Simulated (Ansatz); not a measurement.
## The (0001) surface of hcp Mg in its 1x1 cell, outermost plane spacing 2.59 Å in the ideal cut

These are PBE (plane waves to 420 eV, PAW; Ansatz, a program for electronic structure) values and carry that method's errors.

Slab: 9 atoms, 20.7 Å thick at the start; k 13x13x1, smearing 0.1 eV, dipole-corrected; all atoms relaxed; symmetry of the start imposed; no spin, no spin-orbit, no U.

```
Quantity                                                      Value
-----------------------------------  ------------------------------
surface energy (mean of both faces)                      0.54 J/m^2
surface energy before relaxation                          0.55 J/m²
work function of the top face                               3.69 eV
energy released by relaxation                              0.004 eV
cost                                 around 40 core-seconds (rough)
```
